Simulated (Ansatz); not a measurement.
# TiPd (Pm-3m): band-structure transport figures

```yaml
crystal:
  lattice:
    - [3.13300, 0.00000, 0.00000]
    - [0.00000, 3.13300, 0.00000]
    - [0.00000, 0.00000, 3.13300]
  atoms:
    - { symbol: Ti, position: [0.50000, 0.50000, 0.50000] }
    - { symbol: Pd, position: [0.00000, 0.00000, 0.00000] }
```

Computed with r2SCAN, rigid bands (plane waves, PAW, scalar-relativistic; Ansatz, a program for electronic structure). Condition of this run: functional r2SCAN on the same cell. Cell: cell and atoms relaxed with PBEsol.

```yaml
density of states at the Fermi level: 2.89 states/(eV·cell), both spins
bare Sommerfeld coefficient: 3.4 mJ/(mol of atoms·K²)
drude_plasma_energy: 6.3 eV
root-mean-square Fermi velocity: 4.0e5 m/s
resistivity times τ: 12.4 ×10⁻²² Ω·m·s
```

A metal at this level (no band gap); rigid bands, thermally averaged at 300 K, both spins. Spin-orbit coupling is left out. τ is one relaxation time for all states.

Formula and space group known from diffraction (Crystallography Open Database), not checked to be the room-temperature form: TiPd (Pm-3m).
